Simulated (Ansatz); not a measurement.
The reference is CdSe in the zinc blende structure (space group F-43m, No. 216; a = 6.082 Å). Axes: x, y, z lie along the cube axes.

Computed with plane-wave PAW DFT at the PBEsol level (Ansatz, a quantum-chemistry and plane-wave program, 420 eV), without spin-orbit coupling.

Strains are applied to the cell and any free atomic positions relax; under biaxial strain the out-of-plane vector relaxes too.

One change was made to it. Results:

The energy grows by 3.0 meV/atom; the volume per atom shrinks by 0.41 Å³ (28.12 Å³ → 27.71 Å³).

Q: Which change produced these results?
A. uniaxial strain ε_yy = −0.94 %
B. isotropic strain +4.09 %
C. uniaxial strain ε_zz = +1.55 %
D. isotropic strain −0.30 %
E. biaxial strain −1.51 %, plane normal [110], relaxed out of plane

A: E, biaxial strain −1.51 %, plane normal [110], relaxed out of plane. For comparison, the energy relative to the base in the other runs: uniaxial strain ε_yy = −0.94 % gives +0.5 meV/atom; isotropic strain +4.09 % gives +59 meV/atom; isotropic strain −0.30 % gives +0.4 meV/atom; uniaxial strain ε_zz = +1.55 % gives +1.3 meV/atom.

Stability against distortions was not tested.
